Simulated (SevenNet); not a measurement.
Fluorite NiSi2

These are the machine-learned potential SevenNet-l3i5 (trained on PBE and PBE+U data) values and carry that method's errors.

Cell (relaxed at this level):

```yaml
crystal:
  lattice:
    - [0.00000, 2.71763, 2.71763]
    - [2.71763, 0.00000, 2.71763]
    - [2.71763, 2.71763, 0.00000]
  atoms:
    - { symbol: Si, position: [0.25000, 0.25000, 0.25000] }
    - { symbol: Si, position: [0.75000, 0.75000, 0.75000] }
    - { symbol: Ni, position: [0.00000, 0.00000, 0.00000] }
```

```json
{
  "lattice_constant_a": "5.435 Å",
  "equilibrium_volume_per_atom": "13.38 Å³/atom"
}
```

Measured, for comparison: lattice constant a 5.406 Å, equilibrium volume per atom 13.17 Å³/atom (temperature not stated, not corrected to a static lattice; as tabulated in Wikipedia's data pages). Computed (rounded) less measured: lattice constant a +0.5 %, equilibrium volume per atom +1.6 %.

A machine-learned potential is trained on density-functional data: it inherits that level's misses and adds fitting errors of its own.
